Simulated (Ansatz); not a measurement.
Electronic density of states of amorphous germanium selenide (Ge12Se48), density 4.69 g/cm³, on a 2×2×2 Γ-centred mesh with a Gaussian width of 0.1 eV; energies count from the Fermi level, whose place inside the gap is arbitrary. Cell and mesh are small, so fine structure isn't converged. Computed with PBE-D3(BJ), scalar-relativistic without spin-orbit coupling, PAW (Ansatz default set, large-core Se) (plane waves to 420 eV; Ansatz, an electronic-structure program). Sampling: a 2×2×2 Γ-centred mesh; Fermi-Dirac width 0.05 eV; no spin polarisation. At PBE the levels at the empty edge of the gap are localised (band-tail or defect states). So small a spacing is near the smearing width and the bands' dispersion over the mesh, so it is a value of this cell and mesh.

Preparation: random packing, a CHGNet melt and quench, and a DFT relaxation. The hot cell started wider than the set density and was brought back towards it in steps. It is the lowest in DFT energy of 4 quenches. It is a model cell: composition and starting density were chosen by hand, and all elements were melted together. The geometry includes D3(BJ) dispersion. Its density started from a set value of 4.37 and ended at 4.69 g/cm³. The simulated quench (nominally 60 K/ps over its main leg) is rapid and tends to freeze in more defects than a deposited or slowly cooled glass has. A cell of this size samples the disorder only roughly. The volume was free in the relaxation, at fixed shape.

(E - EF (eV), states/(eV atom)): (-12.00, 0.44); (-11.90, 0.40); (-11.80, 0.33); (-11.70, 0.25); (-11.60, 0.30); (-11.50, 0.24); (-11.40, 0.27); (-11.30, 0.44); (-11.20, 0.39); (-11.10, 0.19); (-11.00, 0.03); (-10.90, 0.00); (-10.80, 0.00); (-10.70, 0.00); (-10.60, 0.00); (-10.50, 0.00); (-10.40, 0.00); (-10.30, 0.00); (-10.20, 0.00); (-10.10, 0.00); (-10.00, 0.00); (-9.90, 0.00); (-9.80, 0.00); (-9.70, 0.00); (-9.60, 0.00); (-9.50, 0.00); (-9.40, 0.00); (-9.30, 0.00); (-9.20, 0.00); (-9.10, 0.00); (-9.00, 0.01); (-8.90, 0.07); (-8.80, 0.16); (-8.70, 0.17); (-8.60, 0.28); (-8.50, 0.38); (-8.40, 0.33); (-8.30, 0.32); (-8.20, 0.39); (-8.10, 0.25); (-8.00, 0.27); (-7.90, 0.40); (-7.80, 0.37); (-7.70, 0.22); (-7.60, 0.04); (-7.50, 0.02); (-7.40, 0.13); (-7.30, 0.15); (-7.20, 0.03); (-7.10, 0.00); (-7.00, 0.00); (-6.90, 0.00); (-6.80, 0.00); (-6.70, 0.00); (-6.60, 0.00); (-6.50, 0.00); (-6.40, 0.00); (-6.30, 0.00); (-6.20, 0.02); (-6.10, 0.09); (-6.00, 0.15); (-5.90, 0.15); (-5.80, 0.25); (-5.70, 0.36); (-5.60, 0.45); (-5.50, 0.54); (-5.40, 0.59); (-5.30, 0.62); (-5.20, 0.62); (-5.10, 0.62); (-5.00, 0.60); (-4.90, 0.60); (-4.80, 0.63); (-4.70, 0.59); (-4.60, 0.60); (-4.50, 0.68); (-4.40, 0.64); (-4.30, 0.69); (-4.20, 0.68); (-4.10, 0.64); (-4.00, 0.66); (-3.90, 0.66); (-3.80, 0.71); (-3.70, 0.73); (-3.60, 0.74); (-3.50, 0.70); (-3.40, 0.64); (-3.30, 0.66); (-3.20, 0.69); (-3.10, 0.75); (-3.00, 0.74); (-2.90, 0.62); (-2.80, 0.56); (-2.70, 0.57); (-2.60, 0.60); (-2.50, 0.58); (-2.40, 0.51); (-2.30, 0.58); (-2.20, 0.63); (-2.10, 0.64); (-2.00, 0.71); (-1.90, 0.72); (-1.80, 0.71); (-1.70, 0.78); (-1.60, 0.81); (-1.50, 0.75); (-1.40, 0.75); (-1.30, 0.73); (-1.20, 0.76); (-1.10, 0.78); (-1.00, 0.72); (-0.90, 0.72); (-0.80, 0.76); (-0.70, 0.66); (-0.60, 0.54); (-0.50, 0.47); (-0.40, 0.38); (-0.30, 0.27); (-0.20, 0.14); (-0.10, 0.03); (0.00, 0.01); (0.10, 0.04); (0.20, 0.14); (0.30, 0.19); (0.40, 0.19); (0.50, 0.17); (0.60, 0.23); (0.70, 0.35); (0.80, 0.39); (0.90, 0.46); (1.00, 0.54); (1.10, 0.57); (1.20, 0.62); (1.30, 0.65); (1.40, 0.63); (1.50, 0.62); (1.60, 0.64); (1.70, 0.65); (1.80, 0.65); (1.90, 0.64); (2.00, 0.59); (2.10, 0.58); (2.20, 0.55); (2.30, 0.53); (2.40, 0.51); (2.50, 0.36); (2.60, 0.29)

The level gap on this mesh is 0.34 eV; the broadening fills part of it in the curve.
